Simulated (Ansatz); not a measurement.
# A computed series for GaSb: response to strain

Start from GaSb in the zinc blende structure (space group F-43m, No. 216; a = 6.132 Å).

Strains are applied to the cell and any free atomic positions relax.

Level of theory: Kohn–Sham DFT with the r2SCAN functional, run in Ansatz (a first-principles code) with PAW and 500 eV plane waves, no spin-orbit coupling.

Notes on the quantities. energy relative to the base: free energy F.

| isotropic strain (%) | energy relative to the base (meV/atom) |
|---|---|
| -3 | 43.7 |
| -2.5 | ? |
| -2 | 18.7 |
| -1.5 | 10.3 |
| -1 | 4.5 |
| -0.5 | 1.1 |
| 0 | 0.0 |

Problem. Fit ΔE = Aε² + Bε³ (ε in %) to the rows shown and predict the withheld row.

Solution. Least squares on the printed values gives A = 4.31 and B = -0.18 meV/atom (largest residual 0.0 meV/atom); this predicts 29.8 meV/atom, and the run gives 29.8 meV/atom, in agreement.

No phonon test of stability was made.
